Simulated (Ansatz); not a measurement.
P under a change: pressure 7 GPa

Take P in the black-P type structure (space group Cmce, No. 64; a = 3.322 Å, b = 10.195 Å, c = 4.163 Å; layered, stacked along the Cartesian y axis) as the base.

One thing is altered: a hydrostatic pressure of 7 GPa.

The values are results of PBE-D3(BJ) (Ansatz, a program for electronic structure), no spin-orbit coupling, not measurements. Γ-centred 15×15×11 mesh, Fermi–Dirac width 0.05 eV.

The volume per atom drops by 2.844 Å³ (17.63 Å³ → 14.78 Å³) and the density increases by 0.56 g/cm³, from 2.92 g/cm³ to 3.48 g/cm³. The shortest interatomic distance stays essentially unchanged (2.227 Å against 2.228 Å) and the enthalpy H = E + PV relative to the base's energy comes out as +0.70 eV/atom. The band gap is still zero.

Load acts through the strain it causes; cell and atoms are relaxed under it. No phonon test of stability was made. Measured, P leaves this structure (for the A7 structure) near 5 GPa (temperature not stated; as listed in Olga Degtyareva, NATO science for peace and security series. B, Physics and biophysics (2010)). A zero or small gap of P can be the functional's error rather than a property of the material.
